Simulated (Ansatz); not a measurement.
Consider BN in the zinc blende structure (space group F-43m, No. 216).

```
BN
1.0
    0.00000     1.80284     1.80284
    1.80284     0.00000     1.80284
    1.80284     1.80284     0.00000
B N
1 1
Direct
  0.00000   0.00000   0.00000
  0.25000   0.25000   0.25000
```

Cartesian axes are those of the cell as printed.

Computed with DFT with PBEsol, PAW potentials and a 420 eV plane-wave cutoff in Ansatz (a quantum-chemistry and plane-wave program), no spin-orbit coupling.

Strains are applied to the cell and any free atomic positions relax; under biaxial strain the out-of-plane vector relaxes too.

One change was made to it. Results:

| quantity | base | after |
|---|---|---|
| energy relative to the base (free energy F) | 0 meV/atom | +7.1 meV/atom |
| valence-band top at Γ (three highest levels, from the VBM) | 0.00, 0.00, 0.00 eV | 0.00, -0.21, -0.21 eV |
| hole mass | – | 0.51 mₑ (at Γ) |

Task: Which of these changes matches the shifts?
(A) biaxial strain +0.50 %, plane normal [001], relaxed out of plane
(B) biaxial strain +2.50 %, plane normal [001], relaxed out of plane
(C) biaxial strain +1.50 %, plane normal [001], relaxed out of plane

Result: C, biaxial strain +1.50 %, plane normal [001], relaxed out of plane. For comparison, the energy relative to the base in the other runs: biaxial strain +2.50 %, plane normal [001], relaxed out of plane gives +19 meV/atom; biaxial strain +0.50 %, plane normal [001], relaxed out of plane gives +0.8 meV/atom.

The levels and masses belong to the bands next to the band gap. Effective masses come from finite differences of ±0.01 Å⁻¹. Whether these cells are dynamically stable was not tested.
